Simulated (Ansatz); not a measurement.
**Hypothetical rock salt GaSb, pressure series**

The reference is GaSb in the rock salt structure (space group Fm-3m, No. 225; a = 5.6967 Å; a hypothetical phase, not in the database extracts checked).

Cell and atoms are relaxed at each pressure.

Computed with plane-wave PAW DFT at the PBEsol level (Ansatz, a quantum-chemistry and plane-wave program, 420 eV), scalar-relativistic without spin-orbit coupling.

Notes on the quantities. enthalpy: H = E + PV relative to the base's energy.

| change | shortest interatomic distance | enthalpy |
|---|---|---|
| base | 2.848 Å | – |
| pressure −2 GPa | 2.881 Å | -0.29 eV/atom |
| pressure −1 GPa | 2.864 Å | -0.15 eV/atom |
| pressure 0.3 GPa | 2.844 Å | +0.04 eV/atom |
| pressure 0.7 GPa | 2.838 Å | +0.10 eV/atom |
| pressure 1.5 GPa | 2.828 Å | +0.21 eV/atom |
| pressure 3 GPa | 2.809 Å | +0.42 eV/atom |
| pressure 5 GPa | 2.786 Å | +0.70 eV/atom |
| pressure 7.5 GPa | 2.761 Å | +1.03 eV/atom |
| pressure 10 GPa | 2.739 Å | +1.35 eV/atom |

Load acts through the strain it causes; cell and atoms are relaxed under it. Stability against distortions was not tested. No other phases were tried under pressure. The final runs are not spin-polarised.
